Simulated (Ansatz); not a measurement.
The reference is MoSi2 (space group I4/mmm, No. 139; a = 3.217 Å, c = 7.873 Å).

(Cell as relaxed with PBE.)

Levels (all Ansatz, an electronic-structure program, PAW, earlier PAW set): PBE (420 eV, without spin-orbit coupling); r2SCAN (500 eV, without spin-orbit coupling).

Each level relaxes its own structure.

| base | PBE | r2SCAN |
|---|---|---|
| volume per atom | 13.58 Å³ | 13.36 Å³ |
| lattice parameter a | 3.217 Å | 3.202 Å |
| band gap | zero | zero |

The change: cell and atoms relaxed at a pressure of 5 GPa.

| quantity | PBE | r2SCAN |
|---|---|---|
| lattice parameter a | 3.190 Å | [?] |
| c/a ratio | 2.451 | [?] |
| band gap | zero | [?] |

Question: What does r2SCAN give?

Answer: 
- lattice parameter a, r2SCAN: 3.177 Å
- c/a ratio, r2SCAN: 2.446
- band gap, r2SCAN: zero

PBE's lattice parameter a lies 0.013 Å above r2SCAN's (0.4 %); PBE's c/a ratio lies 0.005 above r2SCAN's; the two agree on the band gap. Neither level is exact; r2SCAN is the comparison here, not a measurement.

The mesh was chosen for an insulator and is coarse for the gapless case. Load acts through the strain it causes; cell and atoms are relaxed under it. No phonon test of stability was made. Competing high-pressure phases were not computed. All final runs are without spin polarisation.
